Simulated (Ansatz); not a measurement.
The parent structure is FeO in the rock salt structure (space group Fm-3m, No. 225; a = 4.246 Å; ferromagnetic).

Structures relaxed with Kohn–Sham DFT with the PBEsol functional, run in Ansatz (a quantum-chemistry and plane-wave program) with PAW and 420 eV plane waves, no spin-orbit coupling.

Base:

Simulated powder pattern, Mo Kα, λ = 0.71073 Å (kinematic, ideal powder, no thermal factors, no anomalous dispersion; the 14 strongest lines at most, above 2 %, up to 2θ = 40°):

```csv
2θ (°),I/Imax (%),hkl
16.67,65,(111)
19.27,100,(200)
27.39,63,(220)
32.23,29,(311)
33.71,20,(222)
39.12,8.3,(400)
```

Now apply this change: every Fe is replaced by Co, then cell and atoms are relaxed.

Q: How do the reflections move or split?

A: 
Simulated powder pattern, Mo Kα, λ = 0.71073 Å (kinematic, ideal powder, no thermal factors, no anomalous dispersion; the 14 strongest lines at most, above 2 %, up to 2θ = 40°):

```csv
2θ (°),I/Imax (%),hkl
16.99,69,(111)
19.64,100,(200)
27.91,63,(220)
32.86,30,(311)
34.36,20,(222)
39.89,8.3,(400)
```

The indices refer to each structure's own conventional cell; one index is shown for lines that coincide.

Whether these cells are dynamically stable was not tested. No Hubbard U is applied and the magnetic state is the run's own (CoO ferromagnetic; FeO ferromagnetic); other magnetic orders, which need larger cells, were not tried and can change the gap. In its common phase, real CoO is an antiferromagnetic insulator at low temperature. In its common phase, real FeO is an antiferromagnetic insulator at low temperature.
